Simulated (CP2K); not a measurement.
Band structure of BaTe (Fm-3m, 2 atoms in the cell).

```xyz
2
Lattice="4.9497 0.0000 0.0000 2.4749 4.2866 0.0000 2.4749 1.4289 4.0415" Properties=species:S:1:pos:R:3 pbc="T T T"
Ba     0.0000     0.0000     0.0000
Te     4.9497     2.8577     2.0207
```

Level of theory: PBE, GPW, DZVP-MOLOPT-SR-GTH basis, GTH-PBE potentials (GTH_POTENTIALS) (CP2K).

Settings: CUTOFF = 500 Ry; REL_CUTOFF = 40 Ry; SMEAR/METHOD = FERMI_DIRAC; ELECTRONIC_TEMPERATURE = 116.05 K; KPOINTS/SCHEME = MACDONALD 8 8 8 0.0625 0.0625 0.0625; XC_FUNCTIONAL = PBE; Ba/BASIS_SET = DZVP-MOLOPT-SR-GTH; Ba/POTENTIAL = GTH-PBE-q10; Te/BASIS_SET = DZVP-MOLOPT-SR-GTH; Te/POTENTIAL = GTH-PBE-q6; METHOD = GPW; EPS_DEFAULT = 1e-10; EXTRAPOLATION = USE_GUESS; NGRIDS = 5.

The starting cell has typed, rounded lattice constants, without a prior relaxation at this level. Spin-orbit coupling is off. Values carry the incompleteness of an atom-centred basis.

### Question
Predict the gap along the standard path and the places of the band edges.

### Answer
The gap along the path is 2.10 eV, from Γ to X; the smallest direct gap on it is 2.51 eV.

Levels in eV from the top of the valence band on the SCF mesh, bands 5 to 9:
| point | 5 | 6 | 7 | 8 | 9 |
|---|---|---|---|---|---|
| Γ | -9.50 | 0.00 | 0.00 | 0.00 | 2.90 |
| X | -9.27 | -1.20 | -0.41 | -0.41 | 2.10 |
| W | -9.08 | -1.32 | -1.00 | -1.00 | 3.99 |
| K | -9.09 | -1.31 | -1.12 | -0.81 | 3.07 |
| L | -8.76 | -2.28 | -1.18 | -1.18 | 4.45 |
| U | -9.09 | -1.31 | -1.12 | -0.81 | 3.07 |

Higher empty bands are left out: an atom-centred basis made for the valence describes them poorly.
